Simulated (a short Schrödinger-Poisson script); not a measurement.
Gated Al0.4Ga0.6N/GaN polarisation-induced gas

Structure: gated Al0.4Ga0.6N/GaN polarisation-induced gas, at 20 K.

| layer | material | thickness (nm) | Na (cm⁻³) |
|---|---|---|---|
| 1 | Al0.4Ga0.6N | 10 | - |
| 2 | GaN | 6000 | 3e15 |

The device is made up for the run: typed textbook-type constants, with dimensions and the other settings drawn at random. Al0.4Ga0.6N: permittivity 9.26, conduction-band edge (eV) 0.58, gap (eV) 4.258, electron mass (mₑ) 0.248, Nv at 300 K (cm⁻³) 4.6e19. GaN: permittivity 9.5, conduction-band edge (eV) 0, gap (eV) 3.43, Nv at 300 K (cm⁻³) 4.6e19.

Channel valleys (confinement mass, in-plane density-of-states mass, number): Γ 0.2, 0.2, 1. At the gate the conduction-band edge of layer 1 lies 1.36 eV − eVg above the Fermi level of the channel; the field vanishes at the back. Sheet of polarisation charge: +2e13 e/cm² at 10 nm from the gate. The barrier under the gate holds no holes. Gaps are held at their typed values at every temperature. Mesh 0.08 nm at interfaces.

From a short Schrödinger-Poisson script (our own, NumPy): 1D Poisson equation in equilibrium, electrons quantum, Hartree plus LDA exchange-correlation (BenDaniel-Duke, 40 states a valley, the channel's in-plane mass for all, wave functions free to enter the barrier), parabolic valleys, classical holes, full ionisation, no traps, pinning or gate leakage.

```
Vg (V)  electrons (cm⁻²)  in the channel layer  C (μF/cm²)  Γ E0 (meV)  Γ E1 (meV)
------  ----------------  --------------------  ----------  ----------  ----------
0.5              1.60e13               1.48e13       0.760      -176.2       -15.3
0.25             1.48e13               1.38e13       0.757      -164.7       -12.7
0                1.36e13               1.28e13       0.753      -153.1       -10.1
-0.25            1.25e13               1.18e13       0.749      -141.5        -7.7
-0.5             1.13e13               1.08e13       0.746      -129.8        -5.4
-0.75            1.01e13               9.70e12       0.742      -118.0        -3.0
-1               8.98e12               8.65e12       0.738      -106.2        -0.3
-1.25            7.84e12               7.58e12       0.731       -93.7         4.7
-1.5             6.70e12               6.52e12       0.726       -80.2        12.2
-1.75            5.57e12               5.44e12       0.721       -66.7        19.4
-2               4.45e12               4.37e12       0.715       -53.3        25.9
-2.25            3.34e12               3.30e12       0.707       -40.0        31.6
-2.5             2.25e12               2.22e12       0.696       -26.9        36.3
-2.75            1.17e12               1.17e12       0.681       -14.0        39.2
-3               1.27e11               1.27e11       0.660        -0.6        38.8
```

Gate voltages with under 1e6 electrons/cm² are left out.

Subbands count from the Fermi level.
